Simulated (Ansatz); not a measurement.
Base system: InSb in the zinc blende structure (space group F-43m, No. 216; a = 6.5198 Å). Axes: x, y, z lie along the cube axes.

Level of theory: plane-wave PAW DFT at the PBEsol level (Ansatz, an electronic-structure program, 420 eV), scalar-relativistic without spin-orbit coupling, earlier PAW set.

Base values:

| Quantity | Value |
|---|---|
| Pressure | 0.0 GPa |
| Shortest interatomic distance | 2.823 Å |

Modification: uniaxial strain ε_zz = −4.14 %, all other strain components held at zero; the atoms relax in the strained cell.

**Question.** What does the calculation give for the energy relative to the base, pressure and shortest interatomic distance after the change?

**Answer.** The energy grows by 12 meV/atom; the pressure (mean of the normal stresses, compression positive) goes from zero to 2.0 GPa; the shortest interatomic distance falls by 0.038 Å to 2.785 Å.

Whether these cells are dynamically stable was not tested. The final runs are not spin-polarised.
